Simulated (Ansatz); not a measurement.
An Ansatz (a first-principles code) run: Ag with a change (Ag → Pd); Ansatz PBEsol, no spin-orbit coupling.

Input:

Ansatz 0.2 input:
```yaml
crystal:
  lattice:
    - [0, 1.9378717434, 1.9378717434]
    - [1.9378717434, 0, 1.9378717434]
    - [1.9378717434, 1.9378717434, 0]
  atoms:
    - { symbol: Pd, position: [0, 0, 0] }
basis: { ecutwfc: 420, ecutrho_ratio: 4, xc_grid: 2, fft_grid_basis: typed }
kpoints: { mp_grid: { grid: [21, 21, 21] } }
hamiltonian:
  xc: pbesol
  dispersion: none
  pseudopotentials: { kind: paw }
scf: { occupations: { method: fermi_dirac, width: 0.05 }, convergence: { dr2_threshold: 0.0000000001 } }
output: { forces: true, stress: true }
checkpoint: { write: state.ck, write_every: 1000 }
```

Output (explanatory and most iteration lines left out):

```
Pseudopotential: Pd, paw, valence charge 18
Crystal: 1 atoms, lattice volume = 14.555 Å³
Basis set: ecut = 420 eV, 283 PW (Γ), exchange–correlation on 40×40×40 points (8 copies of the dense FFT grid, shifted against one another)
Bands: 13, of which v1, the nominal top of the filled ones, is band 9 counted from 1 (8 counted from 0)
Symmetry: 48 space group operations
Space group: Fm-3m (ITA 225), of the structure as read, at distance tolerance 2.4e-5 Å
k-points: 286 of 9261
Functional: x = pbesol(κ = 0.804, μ = 0.12345679012345678), c = pbesol(β = 0.046)
SCF iter   1: F=—  HF=-6906.660347 eV  |F-HF|=—  |Δ(HF+E_count)|=         —  Δρ=9.60e-3  dr2=1.10e-2  ethr=1.77e-3  ⟨swp⟩=5.4  Hψ=21694  notcnv=0
SCF iter   2: F=—  HF=-6906.657466 eV  |F-HF|=—  |Δ(HF+E_count)|=   2.88e-3  Δρ=2.47e-3  dr2=5.67e-4  ethr=6.13e-5  ⟨swp⟩=2.0  Hψ=7007  notcnv=0
SCF 1 converged in 6 iterations: F = -6906.657340 eV  dr2 = 3.41e-11
SCF converged after 6 iterations
Free energy (F): -6906.657340 eV
Internal energy: -6906.639437 eV  (E = F + TS)
E sigma→0 (E₀):  -6906.648389 eV
Entropy (-TS):   -0.017903 eV (-17.903 meV/atom)
Fermi energy:    20.027514 eV
--- Forces (eV/Å), atoms counted from 1 ---
  atom   1  Pd    -0.00000000    -0.00000000    -0.00000000
--- Stress (GPa, compression-positive) ---
        0.000834       0.000000       0.000000
        0.000000       0.000834      -0.000000
       -0.000000      -0.000000       0.000834
  P = ⅓ Tr σ = 0.0008 GPa (0.008 kbar)
```

Whether these cells are dynamically stable was not tested. All final runs are without spin polarisation. The cell was made from Ag by this change: Ag → Pd.
